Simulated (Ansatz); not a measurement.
## A computed series for Cu: response to strain

Start from Cu in the fcc (Cu type) structure (space group Fm-3m, No. 225; a = 3.577 Å; relaxed with 0.1 eV smearing). Axes: x, y, z lie along the cube axes.

Strains are applied to the cell and any free atomic positions relax; under biaxial strain the out-of-plane vector relaxes too.

Calculations: DFT with r2SCAN, PAW potentials and a 500 eV plane-wave cutoff in Ansatz (an electronic-structure program), spin-orbit coupling left out.

Notes on the quantities. energy relative to the base: free energy F.

| biaxial strain, plane normal [111], relaxed out of plane (%) | energy relative to the base (meV/atom) |
|---|---|
| -2.5 | 15.7 |
| -1.67 | ? |
| -1.25 | 3.7 |
| -0.83 | 1.6 |
| -0.42 | 0.4 |
| 0 | 0.0 |

### Question
Fit ΔE = Aε² + Bε³ (ε in %) to the rows shown and predict the withheld row.

### Answer
Least squares on the printed values gives A = 2.22 and B = -0.11 meV/atom (largest residual 0.0 meV/atom); this predicts 6.7 meV/atom, and the run gives 6.8 meV/atom, in agreement.

Whether these cells are dynamically stable was not tested. The final runs are not spin-polarised.
